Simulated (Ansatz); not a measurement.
SnO2: isotropic strain +0.60 %

Start from SnO$_{2}$ in the rutile structure (space group P4_2/mnm, No. 136; a = 4.7224 Å, c = 3.1903 Å).

Modification: an isotropic linear strain of +0.60 %, atoms relaxed at fixed cell.

Level of theory: Ansatz (a program for electronic structure), LDA, PAW, cutoff 420 eV, no SOC. Γ-centred 7×7×10 mesh, Fermi–Dirac width 0.05 eV.

- Volume per atom: 12.07 Å³ (base 11.86 Å³)
- Space group: P4_2/mnm (No. 136) (base P4_2/mnm (No. 136))
- Energy relative to the base (free energy F): +2.5 meV/atom
- Pressure (mean of the normal stresses, compression positive): -3.64 GPa (base 0.00 GPa)
- Band gap: 0.96 eV (base 1.16 eV)
- Gap character: direct at Γ (base direct at Γ)
- Mean gap deformation potential ΔEg/Δln V: -11.2 eV
- Electron mass: 0.17 mₑ along c, 0.19 mₑ across (at Γ) (base 0.18 mₑ along c, 0.20 mₑ across (at Γ))
- Hole mass: 1.7 mₑ along c, 1.2 mₑ across (at Γ) (base 1.7 mₑ along c, 1.2 mₑ across (at Γ))
- Valence-band top at Γ (three highest levels, from the VBM): 0.00, -0.78, -0.78 eV (base 0.00, -0.80, -0.80 eV)

Final structure:

```xyz
6
Lattice="4.7507 0.0000 0.0000 0.0000 4.7507 0.0000 0.0000 0.0000 3.2095" Properties=species:S:1:pos:R:3 pbc="T T T"
Sn     0.0000     0.0000     0.0000
Sn     2.3753     2.3753     1.6047
O      1.4560     1.4560     0.0000
O      3.8313     0.9194     1.6047
O      0.9194     3.8313     1.6047
O      3.2947     3.2947     0.0000
```

Effective masses come from finite differences of ±0.01 Å⁻¹. Whether these cells are dynamically stable was not tested.
